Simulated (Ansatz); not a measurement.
## MgO in the rock salt structure (space group Fm-3m, No. 225)

```cif
data_Mg4O4
_chemical_formula_sum 'Mg4 O4'
_space_group_name_H-M_alt 'Fm-3m'
_space_group_IT_number 225
_space_group_name_Hall '-F 4 2 3'
_cell_length_a 4.21413
_cell_length_b 4.21413
_cell_length_c 4.21413
_cell_angle_alpha 90.000
_cell_angle_beta 90.000
_cell_angle_gamma 90.000
loop_
_atom_site_label
_atom_site_type_symbol
_atom_site_symmetry_multiplicity
_atom_site_Wyckoff_symbol
_atom_site_fract_x
_atom_site_fract_y
_atom_site_fract_z
_atom_site_occupancy
Mg1 Mg 4 a 0.00000 0.00000 0.00000 1
O1 O 4 b 0.50000 0.50000 0.50000 1
```
(The calculation used a cell of 2 atoms; values per cell refer to that cell.)

The values are results of Ansatz (a program for electronic structure) PBEsol, without spin-orbit coupling, not measurements. Settings: 13×13×13 k-points, 0.05 eV Fermi–Dirac smearing.

```json
{
 "volume_per_atom": "9.35 Å³",
 "density": "3.58 g/cm³",
 "band_gap": "4.62 eV, direct at Γ",
 "electron_mass": "0.34 mₑ",
 "Hole mass (degenerate bands, along [100])": "0.38, 2.1, 2.1 mₑ",
 "Lowest conduction-band minima above the VBM": "Γ 4.62 eV",
 "total_energy": "-1237.936 eV/atom (σ→0; compares only within this code and set-up)"
}
```

Effective masses come from finite differences of ±0.01 Å⁻¹. No phonon test of stability was made. The base started in Pnma and relaxed to Fm-3m at this level.
